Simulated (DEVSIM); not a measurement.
Structure: Pt/SiON/p-Si capacitor, at 300 K.

Layer 1 from the left is SiON, thickness (nm) 5.00. Layer 2 from the left is Si, thickness (nm) 2300, Na (cm⁻³) 6.2e16.

Metal gate on the left, work function 5.6 eV. Fixed charge at the semiconductor interface 7.1e10 cm⁻² (in units of +e); no interface traps.

The device is made up for the run: typed textbook-type constants, with dimensions and the other settings drawn at random. Values at 300 K.

SiON: gap (eV) 7, affinity (eV) 1.4, permittivity 5.5. Si: gap (eV) 1.124, affinity (eV) 4.05, permittivity 11.7, Nc (cm⁻³) 2.86e19, Nv (cm⁻³) 3.1e19.

DEVSIM, 1D Poisson equation in equilibrium, Boltzmann statistics, complete ionisation; no quantum confinement or tunnelling. Metal contacts follow the ideal Schottky-Mott rule: no Fermi-level pinning, no interface dipoles.

Problem. What does the simulation give for the threshold voltage (band bending 2φF), the minimum of the low-frequency capacitance?

Solution. threshold voltage (band bending 2φF) 1.51 V; minimum of the low-frequency capacitance 0.0814 μF/cm².
